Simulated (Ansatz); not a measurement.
Start from Na in the bcc (W type) structure (space group Im-3m, No. 229; a = 4.2223 Å).

The values are results of r2SCAN, PAW, 500 eV (Ansatz, a quantum-chemistry and plane-wave program; no spin-orbit coupling), earlier PAW set, not measurements.

For the base:

The lattice parameter a comes out as 7.979 bohr.

Perturbation: full substitution Na → K; the structure is relaxed again.

What happens to the lattice parameter a?

The lattice parameter a increases by 2.120 bohr (7.979 bohr → 10.099 bohr).

Stability against distortions was not tested.
